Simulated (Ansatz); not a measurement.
**Response to strain in Mo**

Consider Mo in the bcc (W type) structure (space group Im-3m, No. 229; a = 3.1301 Å; relaxed with 0.1 eV smearing). Axes: x, y, z lie along the cube axes.

Strains are applied to the cell and any free atomic positions relax; under biaxial strain the out-of-plane vector relaxes too.

Level of theory: Kohn–Sham DFT with the PBEsol functional, run in Ansatz (a program for electronic structure) with PAW and 420 eV plane waves, no spin-orbit coupling, earlier PAW set.

Candidates:
(a) biaxial strain +0.35 %, plane normal [001], relaxed out of plane
(b) strain tensor (xx, yy, zz, yz, xz, xy) = (+0.32, −2.46, +0.94, +0.72, +1.12, −0.37) %
(c) isotropic strain +1.10 %
(d) biaxial strain +1.04 %, plane normal [001], relaxed out of plane

Notes on the quantities. energy relative to the base: free energy F.

Problem. Order them by energy relative to the base, highest first.

Solution. (b) strain tensor (xx, yy, zz, yz, xz, xy) = (+0.32, −2.46, +0.94, +0.72, +1.12, −0.37) % (+17 meV/atom), (c) isotropic strain +1.10 % (+14 meV/atom), (d) biaxial strain +1.04 %, plane normal [001], relaxed out of plane (+5.5 meV/atom), (a) biaxial strain +0.35 %, plane normal [001], relaxed out of plane (+0.6 meV/atom)

No phonon test of stability was made. The final runs are not spin-polarised.
